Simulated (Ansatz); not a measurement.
The starting structures come from a database of crystals and need not be the phases stable at ambient conditions.

By PBEsol, the system below comes out a metal.

Here is the system:

```xyz
2
Lattice="3.4581 0.0000 0.0000 0.0000 4.8905 0.0000 0.0000 2.4453 2.4453" Properties=species:S:1:pos:R:3 pbc="T T T"
Y      0.0000     0.0000     0.0000
Cu     1.7291     2.4453     0.0000
```

Space group of this cell: Pm-3m, CsCl type. The cell is taken as given; by PBEsol its mean pressure is -2.2 GPa.

The current flows along the normal of the first two printed cell vectors, the (110) plane of the conventional cell. No spin-orbit coupling; the value is a mean over 0.1 eV about the Fermi level.

Task: Compute, with PBEsol (Ansatz, a first-principles code), the ballistic conductance per area.

Result: 0.66 × 10¹⁵ S/m² for both spins.
